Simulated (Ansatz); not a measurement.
The reference is TiAu in the CsCl type structure (space group Pm-3m, No. 221; a = 3.218 Å).

The change: a hydrostatic pressure of 5 GPa.

Levels (all Ansatz, an electronic-structure program, PAW): PBEsol (420 eV, scalar-relativistic without spin-orbit coupling); PBEsol+SOC (420 eV, spin-orbit coupling included).

The geometry is relaxed with PBEsol.

```
Quantity          Result
---------------  -------
PBEsol pressure  5.0 GPa
```

With PBEsol+SOC at the same geometry, the pressure falls by 0.9 GPa, from 5.0 GPa to 4.1 GPa.

Single points use the geometry relaxed with PBEsol. The spin-orbit shifts are approximate. Load acts through the strain it causes; cell and atoms are relaxed under it. Stability against distortions was not tested. No other phases were tried under pressure. The runs without spin-orbit coupling are not spin-polarised. An odd electron count without spin: TiAu.
